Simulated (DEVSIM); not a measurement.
System: illuminated Si n-on-p cell, one wavelength, with a back-surface field, at 250 K.

Layer 1 from the left is Si, thickness (μm) 0.160, Nd (cm⁻³) 4.8e18, τn (s) 2.9e-7, τp (s) 4e-8, absorption coefficient (cm⁻¹) 17000. Layer 2 from the left is Si, thickness (μm) 34.0, Na (cm⁻³) 6.8e15, τn (s) 3.3e-6, τp (s) 3.3e-6, absorption coefficient (cm⁻¹) 17000. Layer 3 from the left is Si, thickness (μm) 1.40, Na (cm⁻³) 3.9e18, τn (s) 3.3e-6, τp (s) 3.3e-6, absorption coefficient (cm⁻¹) 17000.

Left contact: ohmic, minority hole recombination velocity 1e5 cm/s. Right contact: ohmic, minority electron recombination velocity 20000 cm/s. Voltage is applied to the left contact. Recombination: SRH at mid-gap, radiative, Auger. Gap narrowing is on: ΔEg = 6.92 meV × (l + √(l² + 0.5)), l = ln(N/1.3e17 cm⁻³), shared equally by both band edges. Light enters at the left, 2.2e18 photons cm⁻² s⁻¹, one pass, no reflection. Mobility is constant in doping.

The device is made up for the run: typed textbook-type constants, with dimensions and the other settings drawn at random. Values at 300 K; Nc and Nv go as T^1.5, mobilities as T to minus their exponent, the gap by Varshni's rule with the affinity fixed.

Si: gap (eV) 1.124, affinity (eV) 4.05, permittivity 11.7, Nc (cm⁻³) 2.86e19, Nv (cm⁻³) 3.1e19, μn (cm²/Vs) 1417, μp (cm²/Vs) 470, T exponent of μn 2.3, T exponent of μp 2.2, B (cm³/s) 4.7e-15, Cn (cm⁶/s) 2.8e-31, Cp (cm⁶/s) 9.9e-32, Varshni α (eV/K) 0.000473, Varshni β (K) 636.

DEVSIM, 1D drift-diffusion, Boltzmann statistics, complete ionisation; no tunnelling, impact ionisation, image-force lowering or self-heating.

Question: What does the simulation give for the dark forward voltage at 100 A/cm², the potential step across the device at zero bias?

Answer: dark forward voltage at 100 A/cm² 0.896 V; potential step across the device at zero bias 1.016 V.
